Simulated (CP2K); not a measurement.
A self-consistent single point of Ba (Im-3m, 1 atom in the cell) with CP2K.

Method of the run: LDA (Pade form), GPW, DZVP-MOLOPT-PBE-GTH basis, GTH-PBE potentials (POTENTIAL_UZH) run with CP2K.

```
CELL_PARAMETERS angstrom
      4.35614     0.00000     0.00000
     -1.45205     4.10701     0.00000
     -1.45205    -2.05350     3.55678
ATOMIC_POSITIONS crystal
  Ba 0.00000 0.00000 0.00000
```

Reference input (self-consistent single point, DFT PBE, GPW, DZVP-MOLOPT-PBE-GTH basis, GTH-PBE potentials (POTENTIAL_UZH)): CUTOFF = 500 Ry; REL_CUTOFF = 40 Ry; SMEAR/METHOD = GAUSSIAN; SIGMA = 0.1 eV; KPOINTS/SCHEME = MONKHORST-PACK 12 12 12; GAMMA_CENTERED = T; XC_FUNCTIONAL = PBE; Ba/BASIS_SET = DZVP-MOLOPT-PBE-GTH-q10; Ba/POTENTIAL = GTH-PBE-q10; METHOD = GPW; EPS_DEFAULT = 1e-11; NGRIDS = 5. This run's input differs from it in these lines:

```diff
@@ -44,3 +44,3 @@
     &XC
-      &XC_FUNCTIONAL PBE
+      &XC_FUNCTIONAL PADE
       &END XC_FUNCTIONAL
```

Output (repeated stretches shortened):

```
 SCF WAVEFUNCTION OPTIMIZATION

  Step     Update method      Time    Convergence         Total energy    Change
     1 NoMix/Diag. 0.20E+00      -     0.57353851       -25.5547960601 -2.56E+01
     2 Broy./Diag. 0.20E+00      -     0.00162505       -25.3816700361  1.73E-01
     3 Broy./Diag. 0.20E+00      -     0.01008230       -25.3307030688  5.10E-02
     4 Broy./Diag. 0.20E+00      -     0.00115982       -25.3461504607 -1.54E-02
     5 Broy./Diag. 0.20E+00      -     0.00234106       -25.3601332334 -1.40E-02
     6 Broy./Diag. 0.20E+00      -     0.00005259       -25.3640201934 -3.89E-03
     7 Broy./Diag. 0.20E+00      -     0.00009361       -25.3644949214 -4.75E-04
     8 Broy./Diag. 0.20E+00      -     0.00000370       -25.3644150771  7.98E-05
     9 Broy./Diag. 0.20E+00      -     0.00000625       -25.3642614907  1.54E-04
    10 Broy./Diag. 0.20E+00      -     0.00000005       -25.3642554300  6.06E-06
  *** SCF run converged in    10 steps ***

  Overlap energy of the core charge distribution:               0.00000000000000
  Self energy of the core charge distribution:                -52.20274416720667
  Core Hamiltonian energy:                                     10.10598896033439
  Hartree energy:                                              20.33886217111738
  Exchange-correlation energy:                                 -3.60617129553016
  Smearing free energy correction:                             -0.00019109871331
  Fermi energy:                                                 0.17440641671028

  Total energy:                                               -25.36425542996417
  Total energy (extrapolated to sigma->0):                    -25.36415988060752

   [... lines left out ...]

 STRESS| Analytical stress tensor [bar]
 STRESS|                        x                   y                   z
 STRESS|      x       -9.30698038906E+03  -8.35854774494E-02  -1.35659967179E-01
 STRESS|      y       -8.35854774494E-02  -9.30703105309E+03  -1.92134388139E-01
 STRESS|      z       -1.35659967179E-01  -1.92134388139E-01  -9.30726305281E+03
 STRESS| 1/3 Trace                                            -9.30709149832E+03
```

The run converged in 10 iterations. Against the reference run the pressure goes from 0.28 to -0.93 GPa.

The starting cell has typed, rounded lattice constants, without a prior relaxation at this level. Its lattice was rescaled by a random factor within 2.5 % of one. Values carry the incompleteness of an atom-centred basis. The potentials were made for another functional than the one used.

Cost on one core of a shared machine: roughly 80 s.
